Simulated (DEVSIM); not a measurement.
Structure: Schottky contact on n-type Si, at 300 K.

Layer 1 from the left is Si, thickness (μm) 8.10, Nd (cm⁻³) 7e15, τn (s) 0.0005, τp (s) 0.0005. Layer 2 from the left is Si, thickness (μm) 4.40, Nd (cm⁻³) 1.1e18, τn (s) 0.0005, τp (s) 0.0005.

Left contact: Schottky, work function 4.51 eV, emission velocity 6.9e6 cm/s. Right contact: ohmic. Voltage is applied to the left contact. Recombination: SRH at mid-gap, radiative, Auger. Mobility is μmin + (μ − μmin)/(1 + (N/Nref)^α).

This is a model device: material constants are rounded textbook-type values typed into the input, and sizes, dopings and lifetimes were drawn at random. Values at 300 K.

Si: gap (eV) 1.124, affinity (eV) 4.05, permittivity 11.7, Nc (cm⁻³) 2.86e19, Nv (cm⁻³) 3.1e19, μn (cm²/Vs) 1417, μp (cm²/Vs) 470, μn,min 52, μp,min 45, Nref,n 9.7e16, Nref,p 2.2e17, αn 0.68, αp 0.72, B (cm³/s) 4.7e-15, Cn (cm⁶/s) 2.8e-31, Cp (cm⁶/s) 9.9e-32.

Model (solved in DEVSIM): 1D drift-diffusion, Boltzmann statistics, complete ionisation; no tunnelling, impact ionisation, image-force lowering or self-heating. Metal contacts follow the ideal Schottky-Mott rule: no Fermi-level pinning, no interface dipoles.

What does the simulation give for the potential step across the device at zero bias, the dark forward voltage at 100 A/cm²?

potential step across the device at zero bias 0.376 V; dark forward voltage at 100 A/cm² 0.203 V.
